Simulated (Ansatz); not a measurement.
**BaTe: isotropic strain +1.00 %**

Base system: BaTe in the rock salt structure (space group Fm-3m, No. 225; a = 7.064 Å).

Perturbation: every lattice vector is stretched by 1.00 %; the atoms relax in the strained cell.

The values are results of Kohn–Sham DFT with the PBE functional, run in Ansatz (a quantum-chemistry and plane-wave program) with PAW and 420 eV plane waves, spin-orbit coupling left out, not measurements. Settings: 8×8×8 k-points, 0.05 eV Fermi–Dirac smearing.

The volume per atom goes up by 1.34 Å³, from 44.07 Å³ to 45.41 Å³ and the space group stays Fm-3m (No. 225). The shortest interatomic distance rises by 0.067 bohr, from 6.675 bohr to 6.742 bohr and the energy grows by 3.4 meV/atom. The pressure goes from zero to -0.80 GPa and the band gap goes up by 0.05 eV to 1.71 eV. The gap character is still indirect, Γ → X and the smallest direct gap grows by 0.05 eV to 2.06 eV. The mean gap deformation potential ΔEg/Δln V comes out as +1.8 eV and the width of the top valence band drops by 0.052 eV to 0.96 eV. The electron mass changes from 1.3 mₑ along k, 0.28 mₑ across (at X) to 1.3 mₑ along k, 0.29 mₑ across (at X) and the hole mass (degenerate bands, along [100]) becomes 0.17, 1.4, 1.4 mₑ (at Γ) (base: 0.16, 1.3, 1.3 mₑ (at Γ)). The valley order (the lowest conduction-band minima on the path, energy above the VBM, named in the base's zone) goes from X along ⟨100⟩ 1.66 eV; Γ 2.87 eV to X along ⟨100⟩ 1.71 eV; Γ 2.76 eV.

Final structure:

```xyz
2
Lattice="0.0000 3.5675 3.5675 3.5675 0.0000 3.5675 3.5675 3.5675 0.0000" Properties=species:S:1:pos:R:3 pbc="T T T"
Ba     0.0000     0.0000     0.0000
Te     3.5675     3.5675     3.5675
```

Spin-orbit coupling, missing from the scalar runs, can matter with Te. Effective masses come from finite differences of ±0.01 Å⁻¹. Along k means along the line from Γ to the band edge. Stability against distortions was not tested.
